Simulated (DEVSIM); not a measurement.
Structure: Cr/Al2O3/p-In0.53Ga0.47As capacitor, at 250 K.

Layer 1 from the left is Al2O3, thickness (nm) 7.70. Layer 2 from the left is In0.53Ga0.47As, thickness (nm) 2700, Na (cm⁻³) 2.2e15.

Metal gate on the left, work function 4.5 eV. Fixed charge at the semiconductor interface 6.6e11 cm⁻² (in units of +e); no interface traps.

Constants are typed, rounded textbook-type inputs, not results; the design itself was drawn at random and stands for no fabricated device. Values at 300 K; Nc and Nv go as T^1.5, mobilities as T to minus their exponent, the gap by Varshni's rule with the affinity fixed.

Al2O3: gap (eV) 6.8, affinity (eV) 1.35, permittivity 9. In0.53Ga0.47As: gap (eV) 0.74, affinity (eV) 4.51, permittivity 13.9, Nc (cm⁻³) 2.1e17, Nv (cm⁻³) 7.7e18, Varshni α (eV/K) 0.00035, Varshni β (K) 190.

Simulated with DEVSIM: 1D Poisson equation in equilibrium, Boltzmann statistics, complete ionisation; no quantum confinement or tunnelling. Metal contacts follow the ideal Schottky-Mott rule: no Fermi-level pinning, no interface dipoles.

Question: What does the simulation give for the flat-band voltage, the minimum of the low-frequency capacitance, the threshold voltage (band bending 2φF)?

Answer: flat-band voltage -0.70 V; minimum of the low-frequency capacitance 0.0237 μF/cm²; threshold voltage (band bending 2φF) -0.18 V.
